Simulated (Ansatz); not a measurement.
Base system: InP in the zinc blende structure (space group F-43m, No. 216; a = 5.960 Å).

The values are results of plane-wave PAW DFT at the PBE level (Ansatz, a first-principles code, 420 eV), no SOC, earlier PAW set, not measurements.

Before the change:

| Property | Result |
|---|---|
| Gap character | direct at Γ |
| Gap between the host's bands | 0.44 eV |

The change: hole doping at 1.0×10^21 cm⁻³ (0.0529 per cell), with a uniform compensating background at fixed cell and a 300 K Fermi–Dirac width.

Task: Estimate the effect on the Fermi level from band edge, gap character and gap between the host's bands.

Result: The Fermi level relative to the doped band's edge (positive inside the band; to 0.05 eV) is +0.20 eV; the gap character is still direct at Γ; the gap between the host's bands grows by 0.02 eV to 0.46 eV.

Carriers are added with a uniform compensating background; total energy and stress of such cells depend on the potential's zero and are not compared; many-body gap narrowing is missing at this level. Stability against distortions was not tested.
